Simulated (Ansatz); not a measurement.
**A computed series for hypothetical diamond Mn: pressure series**

Start from Mn in the diamond structure (space group Fd-3m, No. 227; a = 4.952 Å; non-magnetic; a hypothetical phase, not in the database extracts checked).

Cell and atoms are relaxed at each pressure.

Calculations: PBE, PAW, 420 eV (Ansatz, an electronic-structure program; no SOC).

```tsv
pressure (GPa)	volume per atom (Å³/atom)
-2	15.391
-1	?
0	15.175
0.3	15.145
0.7	15.104
1.5	15.023
3	14.878
5	14.695
10	14.284
```

Task: Fit the third-order Birch–Murnaghan form P(V) = (3B₀/2)[(V₀/V)^(7/3) − (V₀/V)^(5/3)]·[1 + (3/4)(B₀′ − 4)((V₀/V)^(2/3) − 1)] (squares taken in P) to the rows shown and predict the withheld row.

Result: Least squares on the printed values gives V₀ = 15.175 Å³/atom, B₀ = 146 GPa, B₀′ = 4.2; this predicts 15.281 Å³/atom, and the run gives 15.281 Å³/atom, in agreement.

Load acts through the strain it causes; cell and atoms are relaxed under it. No phonon test of stability was made. No other phases were tried under pressure. Starting moments died away, wholly or in part, for the base; another magnetic solution may exist. All final runs are without spin polarisation.
